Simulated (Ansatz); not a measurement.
## Pressure series in YN

The parent structure is YN in the rock salt structure (space group Fm-3m, No. 225).

YN is taken in the cubic space group Fm-3m (No. 225), the rock salt structure, Pearson symbol cF8. Cell: a = b = c = 4.820 Å, α = β = γ = 90.00°. Y on 4a is surrounded by 6 N at 2.410 Å (octahedral). N on 4b has 6 Y at 2.410 Å (octahedral). (Neighbours: up to the widest gap in distance over summed covalent radii, below 1.35, at either atom; cation-cation and far metal-metal contacts left out.)
(The calculation used a cell of 2 atoms; values per cell refer to that cell.)

Cell and atoms are relaxed at each pressure.

Calculations: LDA (Ansatz, an electronic-structure program), no SOC.

Notes on the quantities. enthalpy: H = E + PV relative to the base's energy.

```json
[
 {"variant": "base", "enthalpy": "–", "density": "6.11 g/cm³"},
 {"variant": "pressure −2 GPa", "enthalpy": "-0.18 eV/atom", "density": "6.04 g/cm³"},
 {"variant": "pressure −1 GPa", "enthalpy": "-0.09 eV/atom", "density": "6.07 g/cm³"},
 {"variant": "pressure 0.9 GPa", "enthalpy": "+0.08 eV/atom", "density": "6.13 g/cm³"},
 {"variant": "pressure 2.1 GPa", "enthalpy": "+0.18 eV/atom", "density": "6.17 g/cm³"},
 {"variant": "pressure 4.5 GPa", "enthalpy": "+0.39 eV/atom", "density": "6.25 g/cm³"},
 {"variant": "pressure 9 GPa", "enthalpy": "+0.77 eV/atom", "density": "6.39 g/cm³"},
 {"variant": "pressure 15 GPa", "enthalpy": "+1.26 eV/atom", "density": "6.55 g/cm³"},
 {"variant": "pressure 22.5 GPa", "enthalpy": "+1.86 eV/atom", "density": "6.75 g/cm³"},
 {"variant": "pressure 30 GPa", "enthalpy": "+2.45 eV/atom", "density": "6.93 g/cm³"}
]
```

The mesh was chosen for an insulator and is coarse for the gapless case. Load acts through the strain it causes; cell and atoms are relaxed under it. No phonon test of stability was made. No other phases were tried under pressure. All final runs are without spin polarisation. A zero or small gap of YN can be the functional's error rather than a property of the material.
